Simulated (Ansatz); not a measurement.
Cells marked so need not be the phases stable at ambient conditions, and some may be hypothetical.

The gap is the functional's own. No spin-orbit coupling. Mid-gap values are interpolated on the energy grid.

A. NaF (Fm-3m, rock salt, 2 atoms a cell, 11.9 Å³ an atom), along the normal of (001)
B. Mg3Sb2 (P-3m1, not sure to be the ambient phase, 5 atoms a cell, 26.2 Å³ an atom), along the normal of (001)
C. Bi2Te3 (R-3m, 5 atoms a cell, 33.7 Å³ an atom, 2 GPa at this level), along the normal of (101)

Q: Order them by mid-gap decay constant of the slowest evanescent state (highest first) at the level r2SCAN (Ansatz, a first-principles code).

A: A (0.57 1/Å), B (0.07 1/Å), C (0.04 1/Å)
